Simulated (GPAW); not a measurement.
Troubleshooting GPAW: a failed run on Ge₂TeN₂ (Cmc2_1, 10 atoms in the cell). The aim is a self-consistent single point with DFT PBEsol, plane waves, GPAW PAW datasets PBEsol (made by gpaw-setup).

Cell that was meant: a = 6.9990 Å, b = 6.9990 Å, c = 5.3053 Å, α = 90.00°, β = 90.00°, γ = 49.88°.

Part of the input:

```python
from ase.units import GPa
from gpaw import GPAW

atoms = Atoms(['Ge', 'Ge', 'Ge', 'Ge', 'Te', 'Te', 'N', 'N', 'N', 'N', 'Ge'],
              cell=[[6.346380, -2.951240, 0.000000],
                    [6.346380, 2.951240, 0.000000],
                    [0.000000, 0.000000, 5.305350]],
[...]
                         [3.339338, -0.672942, 3.799214],
                         [9.353422, 0.672942, 1.146539],
                         [9.353422, -0.672942, 3.799214],
                         [3.339338, 0.672942, 1.146539],
                         [8.855751, 1.378495, 4.681107]],
              pbc=True)

calc = GPAW(mode={'name': 'pw', 'ecut': 900},
```

Log, with long lists cut:

```
     iter     time        total  log10-change:
                         energy   eigst   dens
iter:   1 --:--:--   201.746775   +1.85
iter:   2 --:--:--   265.219001   +0.50  -0.48
iter:   3 --:--:--   302.473044   +0.89  -0.60
iter:   4 --:--:--   304.590646   -0.14  -0.71
iter:   5 --:--:--   289.468748   +0.62  -0.73
iter:   6 --:--:--   302.288436   -0.79  -0.72
Traceback (most recent call last):
   [... frames left out ...]
numpy.linalg.LinAlgError: The leading minor of order 59 of B is not positive definite. The factorization of B could not be completed and no eigenvalues or eigenvectors were computed.

The above exception was the direct cause of the following exception:

Traceback (most recent call last):
   [... frames left out ...]
ValueError: Too few plane waves or grid points
```

From the messages shown, name the fault and mend the input.

The fault is one atom entered twice; here the program stops on it instead of giving results. To fix it, remove the duplicate atom. The program stopped with an error at about iteration 6.

The sound input it was made from differs as follows (other fixes are possible):
```diff
-atoms = Atoms(['Ge', 'Ge', 'Ge', 'Ge', 'Te', 'Te', 'N', 'N', 'N', 'N', 'Ge'],
+atoms = Atoms(['Ge', 'Ge', 'Ge', 'Ge', 'Te', 'Te', 'N', 'N', 'N', 'N'],
-                         [3.339338, 0.672942, 1.146539],
-                         [8.855751, 1.378495, 4.681107]],
+                         [3.339338, 0.672942, 1.146539]],
```

With that input, the run converged in 32 iterations: free energy E − TS (from the program's reference atoms) -60.5859 eV; top of the valence band (on the code's own zero) 5.02 eV; gap on the k-point mesh 0.65 eV; largest force (vector length) 0.148 eV/Å (DFT PBEsol, plane waves, GPAW PAW datasets PBEsol (made by gpaw-setup)).

On the sound input: the starting cell comes from a database of computed structures (which also holds hypothetical and non-ambient phases and stackings), without a prior relaxation at this level. Spin-orbit coupling is off.
